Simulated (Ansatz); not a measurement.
We consider zinc-blende BeS, described by r²SCAN (Ansatz, a program for electronic structure, PAW).

Numerical settings: plane-wave cutoff 600 eV, 12×12×12 k mesh, scalar-relativistic PAW data made under PBE.

Computed at the level's own relaxed cell.

```yaml
crystal:
  lattice:
    - [0.00000, 2.43429, 2.43429]
    - [2.43429, 0.00000, 2.43429]
    - [2.43429, 2.43429, 0.00000]
  atoms:
    - { symbol: Be, position: [0.00000, 0.00000, 0.00000] }
    - { symbol: S, position: [0.75000, 0.75000, 0.75000] }
```

Task: Give the elastic tensor (Voigt notation, GPa, ions relaxed, in the Cartesian axes of the cell as printed).

Result: 
```
  164.7    63.9    63.9     0.0     0.0     0.0
   63.9   164.7    63.9     0.0     0.0     0.0
   63.9    63.9   164.7     0.0     0.0     0.0
    0.0     0.0     0.0    87.2     0.0     0.0
    0.0     0.0     0.0     0.0    87.2     0.0
    0.0     0.0     0.0     0.0     0.0    87.2
```
